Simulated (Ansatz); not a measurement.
Abridged Ansatz (an electronic-structure program) output:

```
Relaxation: its limit of steps is 50 (relax.max_steps)
Pseudopotential: Ga, paw, valence charge 13
Pseudopotential: P, paw, valence charge 5
Crystal: 2 atoms, lattice volume = 39.891 Å³
Basis set: ecut = 500 eV, 973 PW (Γ), exchange–correlation on 120×120×120 points (64 copies of the dense FFT grid, shifted against one another)
Bands: 13, of which v1, the nominal top of the filled ones, is band 9 counted from 1 (8 counted from 0)
Symmetry: 8 space group operations
k-points: 102 of 1000 (time reversal used)
Functional: x = r2scan, c = r2scan; τ floored in thin density (d = 2e-4 eV/Å³)
SCF iter   1: F=—  HF=-4550.470492 eV  |F-HF|=—  |Δ(HF+E_count)|=         —  Δρ=8.75e-3  dr2=1.84e-2  dr2_τ=7.79e-3  ethr=1.77e-3  ⟨swp⟩=6.0  Hψ=8658  notcnv=0
SCF iter   2: F=—  HF=-4550.481686 eV  |F-HF|=—  |Δ(HF+E_count)|=   1.12e-2  Δρ=2.36e-3  dr2=3.11e-3  dr2_τ=9.91e-5  ethr=1.02e-4  ⟨swp⟩=2.6  Hψ=3563  notcnv=0
SCF 1 converged in 6 iterations: F = -4550.480325 eV  dr2 = 3.89e-8
relax step   1: F+E_penalty+E_count = -4550.48032540 eV  Δ(F+E_penalty+E_count) = +0.000e0 eV  max|allowed force component| = 1.596e-16 eV/Å  Δτ_max = 0.0000 Å  P = +1.370 GPa  Ω = 39.891 Å³  fix = [a, b, gamma]  reactions: a +1.793, b +1.793 GPa  (6 SCF iters, dr2 threshold 1.00e-7 eV, accepted)
[... steps on the carried basis left out ...]
relax step   3: F+E_penalty+E_count = -4550.48051182 eV  Δ(F+E_penalty+E_count) = +1.277e-7 eV  max|allowed force component| = 4.163e-17 eV/Å  Δτ_max = 0.0000 Å  P = +1.047 GPa  Ω = 40.029 Å³  energy of the carried Pulay correction = -3.852e-5 eV  fix = [a, b, gamma]  reactions: a +1.570, b +1.570 GPa  (4 SCF iters, dr2 threshold 1.81e-8 eV, accepted)
Crystal: 2 atoms, lattice volume = 40.029 Å³
SCF iter   1: F=—  HF=-4550.480546 eV  |F-HF|=—  |Δ(HF+E_count)|=         —  Δρ=4.46e-5  dr2=2.03e-8  dr2_τ=3.76e-9  ethr=1.13e-6  ⟨swp⟩=3.0  Hψ=11907  notcnv=0
SCF iter   2: F=—  HF=-4550.480553 eV  |F-HF|=—  |Δ(HF+E_count)|=   7.04e-6  Δρ=2.25e-5  dr2=6.69e-9  dr2_τ=4.45e-8  ethr=1.13e-10  ⟨swp⟩=3.4  Hψ=3125  notcnv=0
SCF 4 converged in 6 iterations: F = -4550.480554 eV  dr2 = 1.36e-13
SCF converged after 6 iterations
Free energy (F): -4550.480554 eV
Internal energy: -4550.480554 eV  (E = F + TS)
E sigma→0 (E₀):  -4550.480554 eV
Fermi energy:    7.937714 eV
--- Forces (eV/Å), atoms counted from 1 ---
  atom   1  Ga     0.00000000    -0.00000000     0.00000000
  atom   2  P      0.00000000     0.00000000    -0.00000000
--- Stress (GPa, compression-positive) ---
        1.570305       0.000000       0.000000
        0.000000       1.570305      -0.000000
        0.000000      -0.000000       0.002446
  P = ⅓ Tr σ = 1.0477 GPa (10.477 kbar)
--- Relaxed structure (3 steps of the walk, 3 accepted, 1 SCFs on fresh bases) ---
  cell:  # Å, volume = 40.0288 Å³
    - [3.8161117851, 1.5893426238031883e-22, 3.4827647825313255e-11]
    - [1.5893426737510913e-22, 3.8161117851, -3.4827648372599084e-11]
    - [1.9080558925249138, -1.9080558925249138, 2.748719355104687]
  atoms:
    - { symbol: Ga, position: [1.7550810926997848e-34, -1.0334706349595933e-33, 5.273085237349388e-35] }
    - { symbol: P, position: [0.7499999999999999, 0.75, 0.5] }
```

Q: What was computed, and what are the main results?

A: GaP, 2 atoms in the cell, with Ansatz r2SCAN, spin-orbit coupling left out. The last SCF converged to F = -4550.480554 eV, or -2275.2403 eV per atom, at a pressure of 1.05 GPa. The total energy compares only with runs of the same code, potentials and settings.

The cells carry an imposed strain or load. Whether these cells are dynamically stable was not tested. The cell was made from GaP in the zinc blende structure (space group F-43m, No. 216) by this change: biaxial strain −1.00 %, plane normal [001], relaxed out of plane.

Keys are those of Ansatz 0.2.
